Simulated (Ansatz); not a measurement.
TiAl3 (I4/mmm, No. 139) was calculated with rVV10 in Ansatz (PAW).

Numerical settings: plane-wave cutoff 520 eV, 20×20×20 k mesh, Fermi–Dirac smearing 0.05 eV, no spin polarisation, scalar-relativistic PAW data made under PBE.

A third-order Birch–Murnaghan fit to the energies gives V0 = 15.833 Å³/atom, B0 = 108 GPa, B′ = 4.2.

```json
[
 {"V (Å³/atom)": "15.201", "P (GPa)": "___"},
 {"V (Å³/atom)": "15.517", "P (GPa)": "2.27"},
 {"V (Å³/atom)": "15.834", "P (GPa)": "0.00"},
 {"V (Å³/atom)": "16.151", "P (GPa)": "-2.06"},
 {"V (Å³/atom)": "16.467", "P (GPa)": "___"}
]
```

Estimate the withheld pressures from this fit; the answers are the runs' own values.


- 15.201, P (GPa): 4.79
- 16.467, P (GPa): -3.91

The formula P = (3/2) B0 (x^(7/3) − x^(5/3)) [1 + (3/4)(B′ − 4)(x^(2/3) − 1)] with x = V0/V meets the computed pressures within 0.01 GPa when these rounded values are put in.

Shape and atoms are relaxed at each volume.

Measured, for comparison: equilibrium volume per atom 15.93 Å³/atom (temperature not stated, not corrected to a static lattice; as tabulated in P. Norby and A. Norlund Christensen, Acta Chemica Scandinavica A40, 157 (1986)). Computed (rounded) less measured: equilibrium volume per atom -0.6 %. A static lattice is as a rule a little smaller and stiffer than an uncorrected measurement, which narrows the difference in the equilibrium volume per atom and would widen misses of the other sign.

Note: the bulk modulus comes from volumes at which shape and atoms were relaxed.

Computing time: very roughly 19 core-minutes.

Ansatz is a first-principles code.
